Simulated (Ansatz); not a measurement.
The parent structure is SnO$_{2}$ in the rutile structure (space group P4_2/mnm, No. 136; a = 4.8276 Å, c = 3.2382 Å).

Perturbation: 0.226 electrons added to each cell, a density of 3.0×10^21 cm⁻³, with a uniform compensating background at fixed cell and a 300 K Fermi–Dirac width.

All numbers come from PBE (Ansatz, a quantum-chemistry and plane-wave program), spin-orbit coupling left out.

Base, band edges from the VBM (valence, conduction): A -0.78, 4.36; M -0.85, 4.28; R -0.74, 5.86; X -0.60, 3.89; Z -1.18, 5.60; Γ 0.00, 0.68 eV.

**Question.** Give the band edges at the high-symmetry points of the new zone, measured from its valence-band maximum.

**Answer.** 
| point | valence edge (eV) | conduction edge (eV) |
|---|---|---|
| Γ | 0.00 | 0.65 |
| X | -0.60 | 3.89 |
| M | -0.86 | 4.31 |
| Z | -1.19 | 5.59 |
| R | -0.73 | 5.85 |
| A | -0.79 | 4.31 |

The gap is 0.65 eV, direct at Γ.

Carriers are added with a uniform compensating background; total energy and stress of such cells depend on the potential's zero and are not compared; many-body gap narrowing is missing at this level. Stability against distortions was not tested.
